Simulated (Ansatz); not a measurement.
**What isotropic strain +1.00 % does to BeTe**

Start from BeTe in the zinc blende structure (space group F-43m, No. 216; a = 5.604 Å).

It is then changed as follows: the cell is scaled by 1.0100 in all directions; the atoms relax in the strained cell.

Level of theory: Kohn–Sham DFT with the PBEsol functional, run in Ansatz (an electronic-structure program) with PAW and 420 eV plane waves, no SOC. Γ-centred 10×10×10 mesh, Fermi–Dirac width 0.05 eV.

| quantity | base | changed | shift |
|---|---|---|---|
| volume per atom | 22.00 Å³ | 22.67 Å³ | +0.67 Å³ |
| shortest interatomic distance | 2.427 Å | 2.451 Å | +0.024 Å |
| energy relative to the base (free energy F) | 0 meV/atom | +3.6 meV/atom | +3.6 meV/atom |
| band gap | 1.84 eV | 1.91 eV | +0.07 eV |
| gap character | indirect, Γ → X | indirect, Γ → X | – |
| smallest direct gap | 3.61 eV | 3.61 eV | 0.00 eV |
| mean gap deformation potential ΔEg/Δln V | – | +2.4 eV | – |
| width of the top valence band | 3.30 eV | 3.16 eV | -0.14 eV |
| electron mass | 1.4 mₑ along k, 0.25 mₑ across (at X) | 1.5 mₑ along k, 0.25 mₑ across (at X) | – |
| hole mass (degenerate bands, along [100]) | 0.20, 0.33, 0.33 mₑ (at Γ) | 0.19, 0.35, 0.35 mₑ (at Γ) | – |
| valley order (the lowest conduction-band minima on the path, energy above the VBM, named in the base's zone) | X along ⟨100⟩ 1.84 eV; L along ⟨111⟩ 3.08 eV | X along ⟨100⟩ 1.91 eV; L along ⟨111⟩ 3.00 eV | – |

Spin-orbit coupling, missing from the scalar runs, can matter with Te. Masses are band curvatures over ±0.01 Å⁻¹ around the edge. Along k means along the line from Γ to the band edge. Stability against distortions was not tested.
